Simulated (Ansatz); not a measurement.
Structure of amorphous Hf₁₈O₃₉Sc₂ (periodic cell):

```
CELL_PARAMETERS angstrom
      9.30002     0.00000     0.00000
      0.00000     9.30002     0.00000
      0.00000     0.00000     9.30002
ATOMIC_POSITIONS crystal
  Hf 0.97837 0.08904 0.68369
  Hf 0.25691 0.71411 0.05837
  Hf 0.03559 0.37744 0.42342
  Hf 0.32385 0.05533 0.89919
  Hf 0.73140 0.79472 0.58502
  Hf 0.49670 0.47212 0.94412
  Hf 0.99502 0.79767 0.85929
  Hf 0.69796 0.37368 0.24878
  Hf 0.33204 0.32159 0.21795
  Hf 0.84337 0.74916 0.19631
  Hf 0.44102 0.47651 0.54253
  Hf 0.12876 0.75651 0.45501
  Hf 0.79838 0.46094 0.66558
  Hf 0.00455 0.19352 0.06647
  Hf 0.14967 0.42012 0.81945
  Hf 0.43696 0.91075 0.30044
  Hf 0.59585 0.86342 0.97541
  Hf 0.29918 0.14950 0.53510
  O  0.28805 0.65202 0.56574
  O  0.49940 0.43971 0.33472
  O  0.77302 0.55142 0.16891
  O  0.80575 0.81493 0.97924
  O  0.85642 0.66775 0.72750
  O  0.65540 0.40419 0.81931
  O  0.04594 0.78580 0.10390
  O  0.03093 0.44440 0.64322
  O  0.48487 0.67418 0.00771
  O  0.87827 0.79973 0.40912
  O  0.38550 0.92080 0.08024
  O  0.29085 0.48795 0.06586
  O  0.41352 0.04073 0.69124
  O  0.00373 0.03078 0.90289
  O  0.36517 0.45050 0.77247
  O  0.10339 0.30017 0.23319
  O  0.24411 0.19363 0.04093
  O  0.49986 0.27037 0.58433
  O  0.55093 0.07250 0.91656
  O  0.81972 0.21216 0.17210
  O  0.04279 0.87194 0.64753
  O  0.07193 0.15839 0.49956
  O  0.52972 0.32441 0.09641
  O  0.39743 0.12879 0.32166
  O  0.63503 0.57744 0.56828
  O  0.05630 0.58067 0.36117
  O  0.57396 0.79394 0.76543
  O  0.77024 0.98912 0.66855
  O  0.54513 0.84774 0.48140
  O  0.26561 0.36160 0.44895
  O  0.64187 0.85506 0.20129
  O  0.81488 0.38764 0.44011
  O  0.24991 0.85286 0.86039
  O  0.27294 0.93455 0.47398
  O  0.11647 0.62193 0.88879
  O  0.82838 0.24249 0.69309
  O  0.98595 0.34920 0.93659
  O  0.28465 0.75058 0.27670
  O  0.19201 0.19235 0.74631
  Sc 0.62665 0.15931 0.72635
  Sc 0.39466 0.82693 0.65339
```

Methods: PBE, scalar-relativistic without spin-orbit coupling (Ansatz, a quantum-chemistry and plane-wave program); r2SCAN, scalar-relativistic without spin-orbit coupling (Ansatz); HSE06, scalar-relativistic without spin-orbit coupling (Ansatz). Neutral PBE cell, which sets geometry, pressure and energy: sampling: a 2×2×2 Γ-centred mesh; Fermi-Dirac width 0.02 eV; no spin polarisation. Exact exchange is cut at the faces of this 9 Å cell, which leaves hybrid gaps a finite-size error.

Preparation: random packing, a CHGNet melt and quench, and a DFT relaxation. O atoms were pushed apart under 1.9 Å during the dynamics, to hinder bonds among them. The hot cell started wider than the set density and was brought back towards it in steps. It is the lowest in DFT energy of 2 quenches. It is a model cell: composition and starting density were chosen by hand, and all elements were melted together. No dispersion term was used. Its density started from a set value of 8.55 and ended at 8.11 g/cm³. The quench (nominally 300 K/ps over its main leg) was far faster than any real one, so the model tends to hold more defects than a real film. A cell of this size samples the disorder only roughly. The volume was free in the relaxation, at fixed shape.

### Question
Give the pressure and the spacing of the highest filled and lowest empty levels.

### Answer

- Pressure on a 2×2×2 Γ-centred mesh: 0.07 GPa
- Largest force and stress component on that mesh (the relaxation ran on the zone centre alone): 0.10 eV/Å and 2.2 GPa
- Gap on a 2×2×2 Γ-centred mesh (PBE): 4.01 eV
- Gap at the zone centre (PBE): 4.08 eV
- Gap at the zone centre (r2SCAN): 4.53 eV
- Gap at the zone centre (HSE06): 5.62 eV
- Distance between the nearest levels spread over more than a fifth of the atoms or a third of the atoms of their main element (six at least) (PBE, zone centre): 4.08 eV

### Question
At PBE and the zone centre, how localised are the states just below and above the Fermi level (participation number: the atoms over which a state spreads)?

### Answer
The highest filled state is spread over 12.0 atoms' worth, largest on O45, with weights by element (charge in smoothed Voronoi cells) O 0.95, Hf 0.04, Sc 0.01. The lowest empty state is spread over 25.7 atoms' worth, largest on Hf12, with weights by element (charge in smoothed Voronoi cells) O 0.49, Hf 0.45, Sc 0.07.

Cut-offs for bonds: Hf-Hf 3.34 Å, Hf-O 2.54 Å, Hf-Sc 3.38 Å, O-O 1.58 Å, O-Sc 2.60 Å, Sc-Sc 3.41 Å. Two cations that share two anions don't count as bonded, nor two that share one unless they lie closer than Hf-Hf 3.25 Å, Hf-Sc 3.28 Å, Sc-Sc 3.32 Å.

Added carriers, by Ansatz with PBE, scalar-relativistic without spin-orbit coupling on the zone centre alone. Charged cells keep the cell fixed and stand in a uniform background, with no image correction, at a width of 0.01 eV; where the count is odd the moment is locked at 1 μB, unless the neutral cell bore moments. Each starts from the undistorted neutral geometry alone. PBE's self-interaction favours spread-out carriers, so it can miss traps that a hybrid finds.

### Question
What happens at PBE when the cell takes an extra electron and the atoms relax?

### Answer
Relaxation lowers the charged cell by 0.19 eV. The largest moves are O25 0.15 Å, Hf12 0.14 Å, O28 0.11 Å, O53 0.10 Å. The level that holds the added charge spreads over 11.7 atoms' worth, most on Hf12 (weight 0.23): a partly localised carrier. No bond crosses its cut-off with a change of over 0.15 Å (metal-metal contacts aside). Made neutral again at that geometry, the cell lies +0.41 eV from the neutral start.

### Question
What happens at PBE when the cell takes a hole and the atoms relax?

### Answer
Relaxation lowers the charged cell by 0.16 eV. The largest moves are O27 0.25 Å, O45 0.19 Å, O46 0.15 Å, O30 0.13 Å. The level that was emptied spreads over 4.0 atoms' worth, most on O45 (weight 0.43): a localised (trapped) carrier, which neighbours of that atom can share. No bond crosses its cut-off with a change of over 0.15 Å (metal-metal contacts aside). Made neutral again at that geometry, the cell lies +0.75 eV from the neutral start.
